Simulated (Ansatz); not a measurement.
MoP (P-6m2), PBE, DFPT electron-phonon coupling, linearised Boltzmann equation in Ansatz (a first-principles code): Condition of this run: functional PBE, cell relaxed with it. phonon-limited resistivity 12.5 μΩ·cm at 300 K along y (a = (3.24, 0.00, 0.00) Å; b = (-1.62, 2.81, 0.00) Å; c = (0.00, 0.00, 3.19) Å), current-weighted mean free path 10.5 nm, Drude plasma energy 5.09 eV.

Problem. What is the classical skin depth at 100 GHz (nonmagnetic, μ₀ = 1.257×10⁻⁶ H/m)?

Solution. δ = √(ρ/(π f μ₀)) = 563 nm.

Problem. Estimate the resistivity of a 80 nm square wire with diffuse walls from ρ ≈ ρ₀(1 + 3ℓ/4d).

Solution. 1 + 0.75 × 10.5/80 = 1.10, so ρ ≈ 13.7 μΩ·cm and a line 1 μm long has 21.5 Ω. The formula is the free-electron limit for d well above ℓ; grain boundaries add to it.

Problem. What Drude relaxation time do resistivity and plasma energy imply?

Solution. ω_p = 7.73e15 s⁻¹, so τ = 1/(ε₀ ω_p² ρ) = 15.1 fs, a damping ħ/τ of 43.6 meV.

A metal at this level (no band gap). Only scattering by harmonic phonons is included (no impurities, grain boundaries, electron-electron scattering or thermal expansion). Spin-orbit coupling is left out. The run warned that the eigensolver left some states short of its tolerance. Halving the electron mesh (28x28x28) moves the resistivity by up to 4 % at 300 K, the mean free path by up to 5 %. Smearing 0.20 eV; phonons on a 5x5x4 q mesh, which this run doesn't test.

Formula and space group known from diffraction (Crystallography Open Database), not checked to be the room-temperature form: MoP (P-6m2).
